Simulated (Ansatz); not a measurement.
The starting structures come from a database of crystals and need not be the phases stable at ambient conditions.

Inside the gap of an insulator the Bloch states are evanescent, with a wavenumber k + iκ along the transport direction.

Given:

```xyz
3
Lattice="6.8274 0.0000 0.0000 0.0000 7.3467 0.0000 0.0000 3.6733 2.1208" Properties=species:S:1:pos:R:3 pbc="T T T"
Cd     0.0000     0.0000     0.0000
I      5.0971     4.8978     0.0000
I      1.7303     6.1222     2.1208
```

Space group of this cell: P-3m1, CdI2 type. The cell was relaxed by PBE-D3(BJ); by PBEsol its mean pressure is -0.7 GPa.

Transport runs along the normal of the first two printed cell vectors, the (110) plane of the conventional cell.

The gap is the functional's own. No spin-orbit coupling. Mid-gap values are interpolated on the energy grid.

Task: Estimate the band gap and the smallest decay constant κ at mid-gap that PBEsol in Ansatz (a program for electronic structure) returns for this system.

Result: Gap 2.21 eV on a 6×14×14 mesh; κ = 0.180 1/Å, at the zone centre.
